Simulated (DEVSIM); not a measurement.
illuminated InP p-on-n cell, one wavelength

Structure: illuminated InP p-on-n cell, one wavelength, at 300 K.

```tsv
layer (left to right)	material	thickness (μm)	Nd (cm⁻³)	Na (cm⁻³)	τn (s)	τp (s)	absorption coefficient (cm⁻¹)
1	InP	0.120	-	1.1e18	6.2e-10	1.4e-10	29000
2	InP	2.20	1e16	-	2.2e-9	2.2e-9	29000
```

Left contact: ohmic, minority electron recombination velocity 3e5 cm/s. Right contact: ohmic, minority hole recombination velocity 3e6 cm/s. Voltage is applied to the left contact. Recombination: SRH at mid-gap, radiative, Auger. Light enters at the left, 3.9e16 photons cm⁻² s⁻¹, one pass, no reflection. Mobility is μmin + (μ − μmin)/(1 + (N/Nref)^α).

This is a model device: material constants are rounded textbook-type values typed into the input, and sizes, dopings and lifetimes were drawn at random. Values at 300 K.

| parameter | InP |
|---|---|
| gap (eV) | 1.344 |
| affinity (eV) | 4.38 |
| permittivity | 12.5 |
| Nc (cm⁻³) | 5.7e17 |
| Nv (cm⁻³) | 1.1e19 |
| μn (cm²/Vs) | 5200 |
| μp (cm²/Vs) | 170 |
| μn,min | 400 |
| μp,min | 10 |
| Nref,n | 3e17 |
| Nref,p | 4.9e17 |
| αn | 0.47 |
| αp | 0.62 |
| B (cm³/s) | 1.2e-10 |
| Cn (cm⁶/s) | 9e-31 |
| Cp (cm⁶/s) | 9e-31 |

Simulated with DEVSIM: 1D drift-diffusion, Boltzmann statistics, complete ionisation; no tunnelling, impact ionisation, image-force lowering or self-heating.

| Property | Value |
|---|---|
| Potential step across the device at zero bias | 1.180 V |
| Largest field in the device at zero bias | 73000 V/cm |
| Dark forward voltage at 1 A/cm² | 0.938 V |
| Dark forward voltage at 100 A/cm² | 1.085 V |
| Short-circuit current | 5.76 mA/cm² |
| Open-circuit voltage | 0.757 V |
| Fill factor | 0.76 |
| Largest power | 3.30 mW/cm² |
| Share of generated pairs collected at short circuit | 0.923 |

Current under light (generator sign):

```csv
V (V),J (mA/cm²)
0.00,5.76
0.12,5.73
0.24,5.70
0.36,5.67
0.48,5.62
0.60,5.41
0.62,5.31
0.64,5.16
0.66,4.93
0.68,4.58
0.70,4.05
0.72,3.20
0.74,1.86
0.76,-0.339
```

Small-signal capacitance in reverse bias (quasi-static):

```
V (V)  C (nF/cm²)
-----  ----------
-0.04        27.7
-0.1         27.0
-0.2         25.9
-0.3         25.0
-0.4         24.1
-0.6         22.6
-0.8         21.4
-1           20.4
-1.3         19.1
-1.6         18.0
-2           16.8
```
